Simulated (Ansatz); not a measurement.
**Hypothetical rock salt BAs: response to strain**

Start from BAs in the rock salt structure (space group Fm-3m, No. 225; a = 4.5687 Å; a hypothetical phase, not in the database extracts checked; relaxed with 0.1 eV smearing). Axes: x, y, z lie along the cube axes.

Strains are applied to the cell and any free atomic positions relax; under biaxial strain the out-of-plane vector relaxes too; under stress the whole cell relaxes.

Levels (all Ansatz, a quantum-chemistry and plane-wave program, PAW): PBEsol (420 eV, spin-orbit coupling left out); r2SCAN (500 eV, no SOC).

Pressures by level, all at the geometries relaxed with PBEsol:

```json
[
 {"case": "base", "PBEsol": "0.0 GPa", "r2SCAN": "3.0 GPa"},
 {"case": "biaxial strain +0.68 %, plane normal [001], relaxed out of plane", "PBEsol": "-1.1 GPa", "r2SCAN": "1.8 GPa"},
 {"case": "isotropic strain −5.96 %", "PBEsol": "38.4 GPa", "r2SCAN": "42.2 GPa"},
 {"case": "uniaxial strain ε_yy = −1.95 %", "PBEsol": "3.0 GPa", "r2SCAN": "6.0 GPa"},
 {"case": "uniaxial strain ε_yy = +2.21 %", "PBEsol": "-2.9 GPa", "r2SCAN": "0.0 GPa"},
 {"case": "tensor shear ε_xz = −3.10 %", "PBEsol": "0.1 GPa", "r2SCAN": "3.1 GPa"},
 {"case": "uniaxial stress, 8 GPa tension along x", "PBEsol": "-2.7 GPa", "r2SCAN": "0.2 GPa"}
]
```

Single points use the geometry relaxed with PBEsol. Their cutoffs differ, which shifts pressures a little. Stability under load was not tested beyond the relaxation. All final runs are without spin polarisation.
